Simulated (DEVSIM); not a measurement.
Structure: abrupt Si n-p junction, at 300 K.

```csv
layer (left to right),material,thickness (μm),Nd (cm⁻³),Na (cm⁻³),τn (s),τp (s)
1,Si,0.180,9.2e17,-,1.1e-7,1.1e-7
2,Si,60.0,-,6.1e15,1.1e-7,1.1e-7
```

Left contact: ohmic. Right contact: ohmic. Voltage is applied to the left contact. Recombination: SRH at mid-gap, radiative, Auger. Mobility is μmin + (μ − μmin)/(1 + (N/Nref)^α).

This is a model device: material constants are rounded textbook-type values typed into the input, and sizes, dopings and lifetimes were drawn at random. Values at 300 K.

```csv
parameter,Si
gap (eV),1.124
affinity (eV),4.05
permittivity,11.7
Nc (cm⁻³),2.86e19
Nv (cm⁻³),3.1e19
μn (cm²/Vs),1417
μp (cm²/Vs),470
"μn,min",52
"μp,min",45
"Nref,n",9.7e16
"Nref,p",2.2e17
αn,0.68
αp,0.72
B (cm³/s),4.7e-15
Cn (cm⁶/s),2.8e-31
Cp (cm⁶/s),9.9e-32
```

Model (solved in DEVSIM): 1D drift-diffusion, Boltzmann statistics, complete ionisation; no tunnelling, impact ionisation, image-force lowering or self-heating.

The thickness of layer 1 was swept, all else fixed.

```json
[
 {"thickness of layer 1 (μm)": "0.036", "dark forward voltage at 100 A/cm² (V)": "1.101", "dark forward voltage at 1 A/cm² (V)": "0.614"},
 {"thickness of layer 1 (μm)": "0.063", "dark forward voltage at 100 A/cm² (V)": "1.071", "dark forward voltage at 1 A/cm² (V)": "0.618"},
 {"thickness of layer 1 (μm)": "0.11", "dark forward voltage at 100 A/cm² (V)": "?", "dark forward voltage at 1 A/cm² (V)": "0.620"},
 {"thickness of layer 1 (μm)": "0.18", "dark forward voltage at 100 A/cm² (V)": "1.030", "dark forward voltage at 1 A/cm² (V)": "0.622"},
 {"thickness of layer 1 (μm)": "0.31", "dark forward voltage at 100 A/cm² (V)": "1.016", "dark forward voltage at 1 A/cm² (V)": "0.623"},
 {"thickness of layer 1 (μm)": "0.54", "dark forward voltage at 100 A/cm² (V)": "1.006", "dark forward voltage at 1 A/cm² (V)": "0.623"},
 {"thickness of layer 1 (μm)": "0.9", "dark forward voltage at 100 A/cm² (V)": "0.999", "dark forward voltage at 1 A/cm² (V)": "0.623"}
]
```

### Question
Complete the blanks.

### Answer

- 0.11, dark forward voltage at 100 A/cm² (V): 1.046
